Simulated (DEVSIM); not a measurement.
System: Schottky contact on n-type CdTe, at 300 K.

| layer (left to right) | material | thickness (μm) | Nd (cm⁻³) | τn (s) | τp (s) |
|---|---|---|---|---|---|
| 1 | CdTe | 5.40 | 2.2e17 | 6.9e-10 | 6.9e-10 |

Left contact: Schottky, work function 4.9 eV, emission velocity 6.8e6 cm/s. Right contact: ohmic. Voltage is applied to the left contact. Recombination: SRH at mid-gap, radiative. Mobility is constant in doping.

The device is made up for the run: typed textbook-type constants, with dimensions and the other settings drawn at random. Values at 300 K.

```
parameter        CdTe
-------------  ------
gap (eV)          1.5
affinity (eV)    4.28
permittivity     10.2
Nc (cm⁻³)        8e17
Nv (cm⁻³)      1.8e19
μn (cm²/Vs)      1000
μp (cm²/Vs)        80
B (cm³/s)       1e-10
```

Model (solved in DEVSIM): 1D drift-diffusion, Boltzmann statistics, complete ionisation; no tunnelling, impact ionisation, image-force lowering or self-heating. Metal contacts follow the ideal Schottky-Mott rule: no Fermi-level pinning, no interface dipoles.

Q: Tabulate band edges, carrier densities and field at zero bias.

A: Energies count from the Fermi level of the right contact; mesh points crowd at the junctions.

| x (μm) | Ec (eV) | Ev (eV) | n (cm⁻³) | p (cm⁻³) | field (V/cm) |
|---|---|---|---|---|---|
| 0.000 | 0.620 | -0.880 | 3.1e7 | 30000 | -210000 |
| 0.01208 | 0.396 | -1.104 | 1.8e11 | < 1e2 | -160000 |
| 0.03018 | 0.166 | -1.334 | 1.3e15 | < 1e2 | -92000 |
| 0.06067 | 0.040 | -1.460 | 1.7e17 | < 1e2 | -8200 |
| 0.1194 | 0.033 | -1.467 | 2.2e17 | < 1e2 | ≈ 0 |
| 0.1910 | 0.033 | -1.467 | 2.2e17 | < 1e2 | ≈ 0 |
| 0.2983 | 0.033 | -1.467 | 2.2e17 | < 1e2 | ≈ 0 |
| 0.5440 | 0.033 | -1.467 | 2.2e17 | < 1e2 | ≈ 0 |
| 0.8274 | 0.033 | -1.467 | 2.2e17 | < 1e2 | ≈ 0 |
| 1.252 | 0.033 | -1.467 | 2.2e17 | < 1e2 | ≈ 0 |
| 1.967 | 0.033 | -1.467 | 2.2e17 | < 1e2 | ≈ 0 |
| 3.199 | 0.033 | -1.467 | 2.2e17 | < 1e2 | ≈ 0 |
| 3.939 | 0.033 | -1.467 | 2.2e17 | < 1e2 | ≈ 0 |
| 4.433 | 0.033 | -1.467 | 2.2e17 | < 1e2 | ≈ 0 |
| 4.862 | 0.033 | -1.467 | 2.2e17 | < 1e2 | ≈ 0 |
| 5.049 | 0.033 | -1.467 | 2.2e17 | < 1e2 | ≈ 0 |
| 5.174 | 0.033 | -1.467 | 2.2e17 | < 1e2 | ≈ 0 |
| 5.264 | 0.033 | -1.467 | 2.2e17 | < 1e2 | ≈ 0 |
| 5.329 | 0.033 | -1.467 | 2.2e17 | < 1e2 | ≈ 0 |
| 5.361 | 0.033 | -1.467 | 2.2e17 | < 1e2 | ≈ 0 |
| 5.382 | 0.033 | -1.467 | 2.2e17 | < 1e2 | ≈ 0 |
| 5.400 | 0.033 | -1.467 | 2.2e17 | < 1e2 | ≈ 0 |
